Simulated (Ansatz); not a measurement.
# Effect of tensor shear ε_xy = +1.71 % on MgS

The reference is MgS in the rock salt structure (space group Fm-3m, No. 225; a = 5.203 Å). Axes: x, y, z lie along the cube axes.

Perturbation: tensor shear ε_xy = +1.71 % (engineering shear γ = 0.0342); the atoms relax in the strained cell.

All numbers come from Ansatz (a program for electronic structure), r2SCAN, PAW, cutoff 500 eV, without spin-orbit coupling. Γ-centred 11×11×11 mesh, Fermi–Dirac width 0.05 eV.

| quantity | base | changed | shift |
|---|---|---|---|
| shortest interatomic distance | 2.602 Å | 2.602 Å | 0.000 Å |
| energy relative to the base (free energy F) | 0 meV/atom | +3.9 meV/atom | +3.9 meV/atom |
| pressure (mean of the normal stresses, compression positive) | 0.00 GPa | 0.03 GPa | +0.03 GPa |
| band gap | 3.46 eV | 3.24 eV | -0.22 eV |
| gap character | – | indirect, Γ → X | – |
| smallest direct gap | 4.64 eV | 4.45 eV | -0.19 eV |
| valence-band top at Γ (three highest levels, from the VBM) | 0.00, 0.00, 0.00 eV | 0.00, -0.17, -0.32 eV | – |
| stress (xx, yy, zz, yz, xz, xy; compression positive) | – | (0.06, 0.06, -0.05, 0.00, 0.00, -2.07) GPa | – |

Final structure:

```xyz
2
Lattice="0.0445 2.6015 2.6015 2.6015 0.0445 2.6015 2.6460 2.6460 0.0000" Properties=species:S:1:pos:R:3 pbc="T T T"
Mg     0.0000     0.0000     0.0000
S      2.6460     2.6460     2.6015
```

Cost of the whole job for the changed cell (relaxation, final SCF and bands): roughly 50 core-seconds.

Whether these cells are dynamically stable was not tested. Labels are those of the standard path for the cell's own space group.
